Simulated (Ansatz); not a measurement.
Competing hops of interstitial B in beta Ga2O3, charge state +3

Defect: interstitial B in beta Ga2O3, charge state +3. Calculation: PBE, PAW (plane waves to 420 eV; Ansatz, a program for electronic structure).

Cell of 120 host sites held at the relaxed PBE lattice; the Γ point alone; Fermi-Dirac width 0.01 eV, spin-restricted; finite-size errors left in. Energies are static. The charge state is imposed; whether it is stable for some Fermi level was not computed. Sites that were not tried may lie lower.

Barriers: single points on a 2×2×2 k-point mesh shifted by half a step at the bands' geometries.

```json
[
 {"Route": "several atoms move together, B the farthest", "Start site over the lowest site run (eV)": "0.00", "Hop (Å)": "1.64", "Forward barrier (eV)": "1.31", "Backward barrier (eV)": "1.31", "Neighbours at the start": "O at 1.39, 2 O at 1.40 Å", "Neighbours at the saddle": "2 O at 1.28 Å", "Saddle order": "not checked", "Forward, on the band's own sampling (eV)": "1.31"}
]
```

Paths come from climbing-image nudged elastic band runs.   A further band (several atoms move together, B the farthest, 1.82 Å) gave 0.79 eV forward on its own sampling, 0.84 eV above the lowest site run, but a shoulder points to a second hump between its images, so it is not taken as a result.

The whole set of runs took about 9 core-hours (a rough figure).
